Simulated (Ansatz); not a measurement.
# hypothetical I4_132 P with two functionals, uniaxial strain ε_yy = +1.98 %

Base system: P (space group I4_132, No. 214; a = 6.116 Å; a hypothetical phase, not in the database extracts checked; relaxed with 0.1 eV smearing). Axes: x, y, z lie along the cube axes.

(Cell as relaxed with PBE.)

Levels (all Ansatz, a quantum-chemistry and plane-wave program, PAW): PBE (420 eV, no spin-orbit coupling); PBEsol (420 eV, no spin-orbit coupling).

Each level relaxes its own structure.

```json
[
 {"base": "volume per atom", "PBE": "28.59 Å³", "PBEsol": "27.56 Å³"},
 {"base": "lattice parameter a", "PBE": "6.116 Å", "PBEsol": "6.041 Å"},
 {"base": "band gap", "PBE": "zero", "PBEsol": "zero"}
]
```

It is then changed as follows: uniaxial strain ε_yy = +1.98 %, all other strain components held at zero, atoms relaxed at fixed cell.

```csv
quantity,PBE,PBEsol
"stress (xx, yy, zz, yz, xz, xy; compression positive)","(-0.6, -0.7, -0.6, 0.0, 0.0, 0.0) GPa","(-0.7, -0.8, -0.7, 0.0, 0.0, 0.0) GPa"
shortest interatomic distance,2.175 Å,2.148 Å
energy relative to the base (free energy F),+1.3 meV/atom,+1.4 meV/atom
```

PBE's shortest interatomic distance lies 0.027 Å above PBEsol's (1.2 %). Neither level is exact; PBEsol is the comparison here, not a measurement.

Whether these cells are dynamically stable was not tested.
